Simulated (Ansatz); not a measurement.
For CuI (model structure, started from the CsCl type, Pm-3m, No. 221, 2 atoms in the cell), PBE (plane waves, PAW; Ansatz, a program for electronic structure) gives:

| Quantity | Result |
|---|---|
| equilibrium lattice constant a | 3.652 Å |
| enthalpy of formation | 0.572 eV/atom |

**Question.** What does r²SCAN (plane waves, PAW; Ansatz) give for the same quantities?

**Answer.** 
- lattice constant a: 3.664 Å (goes up by 0.3 %)
- formation enthalpy: 0.559 eV/atom (drops by 0.013 eV/atom)

Changes are worked out from the printed values.

Unless a cell is named, each level is at its own relaxed cell (PBE 24.35, r²SCAN 24.60 Å³/atom).

Levels without +SOC leave out spin–orbit coupling, which shifts energies and cells of such heavy elements.

Ansatz's density-functional and Hartree–Fock values are scalar-relativistic unless marked +SOC, with PAW data made under PBE.

A model structure was made by putting elements into a prototype or built by hand; it is no filed structure, need not be a known phase, and can be a saddle point held by its symmetry.
